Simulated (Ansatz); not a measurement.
System: SrHfN2 (R-3m, No. 166, 4 atoms in the cell; start mp-9383). Method: r²SCAN0 (Ansatz, a first-principles code, plane waves, PAW).

Numerical settings: plane-wave cutoff 520 eV, 8×8×8 k mesh, Fermi–Dirac smearing 0.01 eV, scalar-relativistic PAW data made under PBE.

Cell (relaxed with PBEsol):

```yaml
crystal:
  lattice:
    - [1.65982, 0.95830, 5.86088]
    - [-1.65982, 0.95830, 5.86088]
    - [0.00000, -1.91660, 5.86088]
  atoms:
    - { symbol: Sr, position: [0.00000, 0.00000, 0.00000] }
    - { symbol: Hf, position: [0.50000, 0.50000, 0.50000] }
    - { symbol: N, position: [0.23313, 0.23313, 0.23313] }
    - { symbol: N, position: [0.76687, 0.76687, 0.76687] }
```

Give the computed band gap, smallest direct gap on the k points sampled and direct gap at Γ.


- band gap = 2.07 eV (on the SCF k mesh)
- smallest direct gap on the k points sampled = 2.74 eV
- direct gap at Γ = 4.54 eV

Note: cell and atoms aren't relaxed at this level (largest force component 0.06 eV/Å, pressure 2.2 GPa).

Spin–orbit coupling is not included.

The computed numbers hold no vibrational or temperature effects.

Computing time: roughly 9 core-minutes.

A start named mp-… is a Materials Project structure, which need not be a measured phase.
